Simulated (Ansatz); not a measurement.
# BP, response to strain

The reference is BP in the zinc blende structure (space group F-43m, No. 216; a = 4.537 Å). Axes: x, y, z lie along the cube axes.

Strains are applied to the cell and any free atomic positions relax.

Level of theory: r2SCAN (Ansatz, a quantum-chemistry and plane-wave program; PAW; 500 eV plane waves; spin-orbit coupling left out).

Candidates:
(a) isotropic strain +0.93 %
(b) uniaxial strain ε_zz = −1.31 %
(c) uniaxial strain ε_zz = −0.58 %

Notes on the quantities. energy relative to the base: free energy F.

Order them by energy relative to the base, lowest first.

(c) uniaxial strain ε_zz = −0.58 % (+0.4 meV/atom), (b) uniaxial strain ε_zz = −1.31 % (+2.3 meV/atom), (a) isotropic strain +0.93 % (+4.7 meV/atom)

Whether these cells are dynamically stable was not tested.
